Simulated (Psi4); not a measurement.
Psi4 1.11, PBE/def2-tzvp: Mo(O)(S)(OH)(SH) ([O]=[Mo]([OH])(=[S])[SH]), 7 atoms. The geometry is a generated start, not checked to be a minimum at this level.

```json
{
 "task": "energy",
 "method": "pbe",
 "basis": "def2-tzvp",
 "memory": "3 GB",
 "maxiter": "100",
 "keys_of_the_molecule_block": "symmetry c1",
 "scf_type": "df (default)",
 "guess": "auto, which took SAD (default)",
 "scf_initial_accelerator": "adiis (default)",
 "e_convergence": "1e-06 (default)",
 "d_convergence": "1e-06 (default)",
 "dft_radial_points": "75 (default)",
 "dft_spherical_points": "302 (default)",
 "effective_core_potentials": "those of the basis set, past Kr",
 "basis_functions": "188",
 "grid_points": "152319"
}
```

```xyz
7

Mo     0.4575    -0.0525     0.0852
O      1.2315    -1.0013    -0.9961
S      1.1847    -0.4376     2.0740
O      0.1883     1.6673    -0.0734
H      0.1361     2.6185    -0.2007
S     -1.6507    -1.0774     0.1415
H     -1.5474    -1.7169    -1.0305
```

Charge 0 and multiplicity 1 are set for this test and not shown to be the ground state.

One run each on 2 threads. Values of diis_max_vecs tried: 3, 6, 10 (default), 20.

Q: Which value of diis_max_vecs needs the fewest SCF iterations, and what happens away from it?

A: Fewest SCF iterations, within one of each other: 10 (default) with 12, 20 with 12. The count rises to 16 at 6. The run ends without SCF convergence in 100 iterations at 3.

| diis_max_vecs | SCF iterations | end |
|---|---|---|
| 3 | 100 | no convergence |
| 6 | 16 | same solution |
| 10 (default) | 12 | same solution |
| 20 | 12 | same solution |
